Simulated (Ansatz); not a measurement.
Ansatz (a quantum-chemistry and plane-wave program) is run on TiTe (Fm-3m, 2 atoms in the cell), and the run fails. The aim is a self-consistent single point with DFT, revPBE, plane waves, default PAW files made with PBE.

Cell that was meant: a = 4.1559 Å, b = 4.1559 Å, c = 4.1559 Å, α = 60.00°, β = 60.00°, γ = 60.00°.

Part of the input:

```yaml
  lattice:
    - [0.00000000, 2.93867800, 2.93867800]
    - [2.93867800, 0.00000000, 2.93867800]
    - [2.93867800, 2.93867800, 5.87735600]
  atoms:
    - { symbol: Te, position: [0.00000000, 0.00000000, 0.00000000] }
    - { symbol: Ti, position: [0.50000000, 0.50000000, 0.50000000] }
```

The program printed (abridged):

```
Error: invalid value for `crystal.lattice`: the lattice is degenerate (Ω = 0 Å³): its volume is under 1e-10 Å³
```

Question: From the messages shown, name the fault and mend the input.

Answer: The fault is linearly dependent lattice vectors. Three vectors in one plane span no volume, and the reciprocal lattice does not exist. To fix it, correct the lattice vector. The program stopped before any SCF iteration.

The sound input it was made from differs as follows (other fixes are possible):
```diff
-    - [2.93867800, 2.93867800, 5.87735600]
+    - [2.93867800, 2.93867800, 0.00000000]
```

With that input, the run converged in 6 iterations: free energy E − TS (on the zero of these files) -9489.6436 eV; Fermi level (on the code's own zero) 11.54 eV; pressure -5.31 GPa (DFT, revPBE, plane waves, default PAW files made with PBE).

On the sound input: the starting cell was generated: these elements placed on a structure prototype, without a prior relaxation; it need not be a known phase or ordering of this composition. Spin polarisation is off, so a magnetic state, if there is one, cannot be reached. With a pressure of about -5 GPa the cell is away from its equilibrium volume at this level. Ansatz's pressure includes its estimate of the finite-basis (Pulay) stress.
